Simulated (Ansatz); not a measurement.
## Response to strain in hypothetical rock salt SbP

The reference is SbP in the rock salt structure (space group Fm-3m, No. 225; a = 5.634 Å; a hypothetical phase, not in the database extracts checked; relaxed with 0.1 eV smearing).

Strains are applied to the cell and any free atomic positions relax.

Calculations: PBE (Ansatz, a program for electronic structure, PAW, scalar-relativistic without spin-orbit coupling).

Notes on the quantities. energy relative to the base: free energy F.

| isotropic strain (%) | energy relative to the base (meV/atom) |
|---|---|
| -0.34 | 0.5 |
| 0 | 0.0 |
| 0.22 | 0.2 |
| 2.63 | ? |
| 3.66 | 55.7 |
| 4.92 | 96.7 |

### Question
Fit ΔE = Aε² + Bε³ (ε in %) to the rows shown and predict the withheld row.

### Answer
Least squares on the printed values gives A = 4.63 and B = -0.13 meV/atom (largest residual 0.0 meV/atom); this predicts 29.7 meV/atom, and the run gives 29.7 meV/atom, in agreement.

Stability against distortions was not tested. The final runs are not spin-polarised.
